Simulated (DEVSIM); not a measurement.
Structure: Pt/AlN/n-Si capacitor, at 250 K.

| layer (left to right) | material | thickness (nm) | Nd (cm⁻³) |
|---|---|---|---|
| 1 | AlN | 17.0 | - |
| 2 | Si | 720 | 1.3e17 |

Metal gate on the left, work function 5.6 eV. Fixed charge at the semiconductor interface -4.6e10 cm⁻² (in units of +e); no interface traps.

Constants are typed, rounded textbook-type inputs, not results; the design itself was drawn at random and stands for no fabricated device. Values at 300 K; Nc and Nv go as T^1.5, mobilities as T to minus their exponent, the gap by Varshni's rule with the affinity fixed.

```csv
parameter,AlN,Si
gap (eV),6.1,1.124
affinity (eV),1.9,4.05
permittivity,8.5,11.7
Nc (cm⁻³),-,2.86e19
Nv (cm⁻³),-,3.1e19
Varshni α (eV/K),-,0.000473
Varshni β (K),-,636
```

DEVSIM, 1D Poisson equation in equilibrium, Boltzmann statistics, complete ionisation; no quantum confinement or tunnelling. Metal contacts follow the ideal Schottky-Mott rule: no Fermi-level pinning, no interface dipoles.

### Question
Tabulate band edges, carrier densities and field at 0.4 V on the gate.

### Answer
Energies count from the Fermi level of the right contact; mesh points crowd at the junctions.

| x (μm) | Ec (eV) | Ev (eV) | n (cm⁻³) | p (cm⁻³) | field (V/cm) |
|---|---|---|---|---|---|
| 0.000 | 3.300 | -2.800 | < 1e2 | < 1e2 | -210000 |
| 0.001142 | 3.276 | -2.824 | < 1e2 | < 1e2 | -210000 |
| 0.003251 | 3.231 | -2.869 | < 1e2 | < 1e2 | -210000 |
| 0.006898 | 3.153 | -2.947 | < 1e2 | < 1e2 | -210000 |
| 0.01301 | 3.022 | -3.078 | < 1e2 | < 1e2 | -210000 |
| 0.01546 | 2.970 | -3.130 | < 1e2 | < 1e2 | -210000 |
| 0.01678 | 2.942 | -3.159 | < 1e2 | < 1e2 | -210000 |
| 0.01820 | 0.767 | -0.369 | 7300 | 8.7e11 | -160000 |
| 0.02065 | 0.729 | -0.407 | 44000 | 1.5e11 | -150000 |
| 0.02562 | 0.654 | -0.482 | 1400000 | 4.6e9 | -140000 |
| 0.03572 | 0.518 | -0.618 | 7.8e8 | 8200000 | -120000 |
| 0.06536 | 0.237 | -0.899 | 3.6e14 | < 1e2 | -65000 |
| 0.1165 | 0.113 | -1.024 | 1.2e17 | < 1e2 | -2200 |
| 0.2206 | 0.110 | -1.026 | 1.3e17 | < 1e2 | ≈ 0 |
| 0.4891 | 0.110 | -1.026 | 1.3e17 | < 1e2 | ≈ 0 |
| 0.6115 | 0.110 | -1.026 | 1.3e17 | < 1e2 | ≈ 0 |
| 0.6758 | 0.110 | -1.026 | 1.3e17 | < 1e2 | ≈ 0 |
| 0.7075 | 0.110 | -1.026 | 1.3e17 | < 1e2 | ≈ 0 |
| 0.7263 | 0.110 | -1.026 | 1.3e17 | < 1e2 | ≈ 0 |
| 0.7323 | 0.110 | -1.026 | 1.3e17 | < 1e2 | ≈ 0 |
| 0.7352 | 0.110 | -1.026 | 1.3e17 | < 1e2 | ≈ 0 |
| 0.7370 | 0.110 | -1.026 | 1.3e17 | < 1e2 | ≈ 0 |
